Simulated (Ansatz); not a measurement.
# VN (P6₃/mmc, No. 194, 4 atoms in the cell; start mp-1017532)

All values below come from PBEsol (Ansatz, a quantum-chemistry and plane-wave program, PAW).

Settings: plane-wave cutoff 520 eV, 24×24×10 k mesh (along the axes of the cell as run), Fermi–Dirac smearing 0.05 eV, no spin polarisation, scalar-relativistic PAW data made under PBE.

Cell (relaxed at this level):

```cif
data_N2V2
_chemical_formula_sum 'V2 N2'
_space_group_name_H-M_alt 'P 1'
_space_group_IT_number 1
_cell_length_a 2.71803
_cell_length_b 2.71803
_cell_length_c 5.25834
_cell_angle_alpha 90.000
_cell_angle_beta 90.000
_cell_angle_gamma 120.000
loop_
_space_group_symop_operation_xyz
  'x, y, z'
loop_
_atom_site_label
_atom_site_type_symbol
_atom_site_fract_x
_atom_site_fract_y
_atom_site_fract_z
_atom_site_occupancy
V1 V 0.00000 0.00000 0.00000 1
V2 V 0.00000 0.00000 0.50000 1
N1 N 0.66667 0.33333 0.75000 1
N2 N 0.33333 0.66667 0.25000 1
```

```
Item            Value
------------  -------
bulk modulus  346 GPa
```

Note: the run has no spin polarisation, so it can have missed a magnetic state; the bulk modulus is −V dP/dV from two relaxed cells at ±2 % in volume; the relaxation could not lower the start's symmetry, so the cell can be a saddle point above a distorted one.

Static lattice: no zero-point or thermal effects.

Cost on a shared machine: about 70 core-seconds (a rough figure).

A start named mp-… is a Materials Project structure, which need not be a measured phase.
